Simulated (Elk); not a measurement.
A self-consistent single point of YMg₃ (P-6m2, 4 atoms in the cell) with Elk.

Computed with Elk with LDA (PW92), all-electron FP-LAPW, Elk's shipped species files, APW+lo basis with extra local orbitals.

The change in words: lattice scaled by 0.98. Reference geometry:
```yaml
crystal:
  lattice:
    - [3.30799, 0.00000, 0.00000]
    - [-1.65400, 2.86480, 0.00000]
    - [0.00000, 0.00000, 10.93229]
  atoms:
    - { symbol: Y, position: [0.66667, 0.33333, 0.50000] }
    - { symbol: Mg, position: [0.66667, 0.33333, 0.00000] }
    - { symbol: Mg, position: [0.33333, 0.66667, 0.24212] }
    - { symbol: Mg, position: [0.33333, 0.66667, 0.75788] }
```

Reference input (self-consistent single point, DFT, LDA (PW92), all-electron FP-LAPW, Elk's shipped species files, APW+lo basis with extra local orbitals): xctype = 3; rgkmax = 8; stype = 0; swidth = 0.00367493 Ha; ngridk = 12 12 4; gmaxvr = 16 1/bohr; nxlo = 2; lorbcnd = true; lmaxi = 3. This run's input differs from it in these lines:

```diff
@@ -28,8 +28,8 @@
 scale
-  6.251194713
+  6.126170696
 
 avec
-    1.0000000000    0.0000000152    0.0000000000
-   -0.5000000132    0.8660253962    0.0000000000
-    0.0000000000    0.0000000000    3.3048137136
+    1.0000000000    0.0000000056    0.0000000000
+   -0.5000000048    0.8660254010    0.0000000000
+    0.0000000000    0.0000000000    3.3048137185
```

Output (repeated stretches shortened):

```
│ Self-consistent loop started │
│ Loop number : 1 │
 total energy                :     -4008.00786478
│ Loop number : 2 │
 total energy                :     -4003.91644616
RMS change in Kohn-Sham potential (target) :   0.3428582118     (  0.1000000000E-05)
Absolute change in total energy (target)   :    4.091418619     (  0.1000000000E-03)
│ Loop number : 3 │
 total energy                :     -3991.38336874
RMS change in Kohn-Sham potential (target) :   0.1519642956     (  0.1000000000E-05)
Absolute change in total energy (target)   :    13.55593208     (  0.1000000000E-03)
│ Loop number : 4 │
   [... lines left out ...]
Absolute change in total energy (target)   :   0.4388389607E-03 (  0.1000000000E-03)
│ Loop number : 15 │
 total energy                :     -3980.49153906
RMS change in Kohn-Sham potential (target) :   0.1665984714E-06 (  0.1000000000E-05)
Absolute change in total energy (target)   :   0.1169508446E-03 (  0.1000000000E-03)
│ Loop number : 16 │
 total energy                :     -3980.49154433
RMS change in Kohn-Sham potential (target) :   0.1231095262E-06 (  0.1000000000E-05)
Absolute change in total energy (target)   :   0.2396887339E-04 (  0.1000000000E-03)
Convergence targets achieved

│ Loop number : 17 │

Energies :
 Fermi                       :     0.169780056408
 total energy                :     -3980.49155435

Density of states at Fermi energy :    105.3684543
 (states/Hartree/unit cell)

Estimated indirect band gap :   0.1709361419E-03
 from k-point     23 to k-point     93
Estimated direct band gap   :   0.5275340672E-02
 at k-point     93

Charges :
 core                        :    34.00000000
 valence                     :    41.00000000
 interstitial                :    6.581774589
 muffin-tins (core leakage)
  species :    1 (Y)
   atom    1                 :    36.96668237     (  0.9151546319E-05)
  species :    2 (Mg)
   atom    1                 :    10.47403096     (   0.000000000    )
   atom    2                 :    10.48875604     (   0.000000000    )
   atom    3                 :    10.48875604     (   0.000000000    )
 total in muffin-tins        :    68.41822541
 total calculated charge     :    74.98734086
 total charge                :    75.00000000
 error                       :   0.1265914188E-01

│ Self-consistent loop stopped │
```

The run converged in 17 iterations. The count includes the last loop, which Elk runs after its targets are met. Against the reference run the total energy falls by 16.1 meV/atom.

The starting cell comes from a database of computed structures (which also holds hypothetical and non-ambient phases and stackings), without a prior relaxation at this level. For this run, on top of that: lattice scaled by 0.98. Values depend on the basis (sphere radii, cutoffs, local orbitals), which need not be converged. The log's line on a gap gives a spacing of levels on this mesh, which the program prints for metals too.

Cost on one core of a shared machine: roughly 6 min.
